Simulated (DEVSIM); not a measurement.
System: Cr/Al2O3/p-Ge capacitor, at 300 K.

```
layer (left to right)  material  thickness (nm)  Na (cm⁻³)
---------------------  --------  --------------  ---------
1                         Al2O3            3.20          -
2                            Ge            3700     2.6e16
```

Metal gate on the left, work function 4.5 eV. Fixed charge at the semiconductor interface 0 cm⁻² (in units of +e); no interface traps.

This is a model device: material constants are rounded textbook-type values typed into the input, and sizes, dopings and lifetimes were drawn at random. Values at 300 K.

| parameter | Al2O3 | Ge |
|---|---|---|
| gap (eV) | 6.8 | 0.664 |
| affinity (eV) | 1.35 | 4 |
| permittivity | 9 | 16 |
| Nc (cm⁻³) | - | 1.04e19 |
| Nv (cm⁻³) | - | 6e18 |

DEVSIM, 1D Poisson equation in equilibrium, Boltzmann statistics, complete ionisation; no quantum confinement or tunnelling. Metal contacts follow the ideal Schottky-Mott rule: no Fermi-level pinning, no interface dipoles.

The interface trap density was swept, all else fixed.

```
interface trap density (cm^-2 eV^-1)  threshold voltage (band bending 2φF) (V)  flat-band voltage (V)  minimum of the low-frequency capacitance (μF/cm²)
------------------------------------  ----------------------------------------  ---------------------  -------------------------------------------------
0                                                                         0.37                  -0.02                                              0.106
1e10                                                                      0.37                  -0.02                                              0.108
1e11                                                                      0.37                  -0.02                                              0.121
3e11                                                                      0.37                  -0.03                                              0.149
1e12                                                                      0.38                  -0.04                                              0.244
2e12                                                                      0.39                  -0.05                                              0.367
```

From the first row to the last the threshold voltage (band bending 2φF) goes from 0.37 to 0.39. From the first row to the last the flat-band voltage goes from -0.02 to -0.05.
